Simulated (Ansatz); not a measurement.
The starting structures come from a database of crystals and need not be the phases stable at ambient conditions.

## Evanescent states of Rb3ZnH5 (I4/mcm, not sure to be the ambient phase, 18 atoms a cell, 19.8 Å³ an atom) along the normal of (101)

Computed with r2SCAN (plane waves, PAW; Ansatz, a first-principles code).

The gap is the functional's own, uncorrected, and κ follows it; spin-orbit coupling is left out. Mid-gap values are interpolated between the computed energies.

Energies count from the valence-band top; κ is the least over a 6×4 mesh across the current.

```
E (eV)  κ (1/Å)  where
------  -------  -----
0.09      0.154      Γ
0.27      0.246      Γ
0.45      0.294      Γ
0.63      0.322      Γ
0.81      0.339      Γ
0.99      0.350      Γ
1.17      0.356      Γ
1.35      0.359      Γ
1.53      0.359      Γ
1.71      0.357      Γ
1.89      0.352      Γ
2.07      0.346      Γ
2.25      0.337      Γ
2.43      0.327      Γ
2.61      0.314      Γ
2.79      0.299      Γ
2.97      0.283  off Γ
3.15      0.259  off Γ
3.33      0.229  off Γ
3.51      0.185      Γ
3.69      0.118      Γ
```

Q: How thick must the barrier be to attenuate the transmission by 10^4 when the electrodes' Fermi level lies at 2.43 eV, and what attenuation does that film give at 0.09 eV?

A: d = 4 ln 10 / (2 × 0.327) = 14.1 Å. At 0.09 eV it gives 4 × 0.154/0.327 = 1.9 decades.
